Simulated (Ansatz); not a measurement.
Start from BN in the zinc blende structure (space group F-43m, No. 216; a = 3.6247 Å).

Modification: cell and atoms relaxed at a pressure of 3 GPa.

Levels (all Ansatz, an electronic-structure program, PAW): PBE (420 eV, scalar-relativistic without spin-orbit coupling); PBE+SOC (420 eV, noncollinear with spin-orbit coupling).

The geometry is relaxed with PBE.

| Quantity | Value |
|---|---|
| PBE valence-band top at Γ | 0.00, 0.00, 0.00 eV |
| PBE smallest direct gap | 8.83 eV |
| PBE lowest conduction level above the VBM at special points | X 4.47 eV; U 6.92 eV; K 6.92 eV; Γ 8.83 eV |

With PBE+SOC at the same geometry, the hole mass (degenerate bands, along [100]) is 0.52 mₑ (at Γ); the valence-band top at Γ (three highest Kramers pairs, from the VBM) changes from 0.00, 0.00, 0.00 eV to 0.00, 0.00, -0.02 eV; the smallest direct gap shrinks by 0.01 eV, from 8.83 eV to 8.82 eV; the lowest conduction level above the VBM at special points changes from X 4.47 eV; U 6.92 eV; K 6.92 eV; Γ 8.83 eV to X 4.46 eV; U 6.91 eV; K 6.91 eV; Γ 8.82 eV. The threefold valence maximum splits by Δso ≈ 21 meV.

Single points use the geometry relaxed with PBE. The spin-orbit shifts are approximate. Load acts through the strain it causes; cell and atoms are relaxed under it. Effective masses come from finite differences of ±0.01 Å⁻¹. No phonon test of stability was made.
